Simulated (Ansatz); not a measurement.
Start from SiO2 in the rutile structure (space group P4_2/mnm, No. 136; a = 4.1945 Å, c = 2.6785 Å). Axes: x, y, z lie along a, b, c of the conventional cell.

Method: PBEsol (Ansatz, a quantum-chemistry and plane-wave program, PAW, no spin-orbit coupling).

Strains are applied to the cell and any free atomic positions relax.

One change was made to it. Results:

```json
[
 {"quantity": "valence-band top at Γ (three highest levels, from the VBM)", "base": "0.00, -0.88, -0.88 eV", "after": "0.00, -0.86, -0.90 eV"},
 {"quantity": "band gap", "base": "5.35 eV", "after": "5.44 eV"},
 {"quantity": "electron mass", "base": "0.37 mₑ along c, 0.47 mₑ across (at Γ)", "after": "0.37 mₑ along z, 0.48 mₑ across (at Γ)"}
]
```

Q: Which of these changes matches the shifts?
(A) uniaxial strain ε_xx = −2.40 %
(B) uniaxial strain ε_xx = −1.20 %
(C) uniaxial strain ε_xx = −0.60 %
(D) uniaxial strain ε_xx = −1.80 %

A: C, uniaxial strain ε_xx = −0.60 %. For comparison, the band gap in the other runs: uniaxial strain ε_xx = −1.20 % gives 5.53 eV; uniaxial strain ε_xx = −2.40 % gives 5.72 eV; uniaxial strain ε_xx = −1.80 % gives 5.62 eV.

Effective masses come from finite differences of ±0.01 Å⁻¹. Whether these cells are dynamically stable was not tested.
